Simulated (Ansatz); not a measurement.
**Os: Os → W**

Base system: Os in the hcp (Mg type) structure (space group P6_3/mmc, No. 194; a = 2.729 Å, c = 4.307 Å).

It is then changed as follows: every Os is replaced by W, then cell and atoms are relaxed.

The values are results of plane-wave PAW DFT at the PBEsol level (Ansatz, an electronic-structure program, 420 eV), spin-orbit coupling left out, earlier PAW set, not measurements. Settings: 19×19×10 k-points, 0.05 eV Fermi–Dirac smearing, for the changed cell.

| quantity | base | changed | shift |
|---|---|---|---|
| volume per atom | 13.89 Å³ | 16.05 Å³ | +2.16 Å³ |
| density | 22.74 g/cm³ | 19.02 g/cm³ | -3.72 g/cm³ |
| c/a ratio | 1.578 | 1.779 | +0.201 |
| shortest interatomic distance | 266.8 pm | 275.2 pm | +8.4 pm |
| band gap | zero | zero | – |

Stability against distortions was not tested. For W in this form, whether it has been made was not checked. The final runs are not spin-polarised. This is not the structure that W has at room temperature and ambient pressure.
